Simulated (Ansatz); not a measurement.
The reference is TiC in the rock salt structure (space group Fm-3m, No. 225; relaxed with 0.1 eV smearing).

```cif
data_CTi
_chemical_formula_sum 'Ti1 C1'
_space_group_name_H-M_alt 'P 1'
_space_group_IT_number 1
_cell_length_a 3.03587
_cell_length_b 3.03587
_cell_length_c 3.03587
_cell_angle_alpha 60.000
_cell_angle_beta 60.000
_cell_angle_gamma 60.000
loop_
_space_group_symop_operation_xyz
  'x, y, z'
loop_
_atom_site_label
_atom_site_type_symbol
_atom_site_fract_x
_atom_site_fract_y
_atom_site_fract_z
_atom_site_occupancy
Ti1 Ti 0.00000 0.00000 0.00000 1
C1 C 0.50000 0.50000 0.50000 1
```

The values are results of Ansatz (a quantum-chemistry and plane-wave program) PBEsol, no spin-orbit coupling, not measurements.

Strains are applied to the cell and any free atomic positions relax.

One change was made to it. Results:

The pressure goes from zero to -17.1 GPa; the energy goes up by 43 meV/atom; the band gap remains zero.

Task: What was done to the base?
(A) isotropic strain +1.00 %
(B) isotropic strain +2.50 %
(C) isotropic strain −2.00 %
(D) isotropic strain +2.00 %

Result: B, isotropic strain +2.50 %. For comparison, the energy relative to the base in the other runs: isotropic strain +1.00 % gives +7.2 meV/atom; isotropic strain −2.00 % gives +32 meV/atom; isotropic strain +2.00 % gives +28 meV/atom.

Stability against distortions was not tested. The final runs are not spin-polarised.
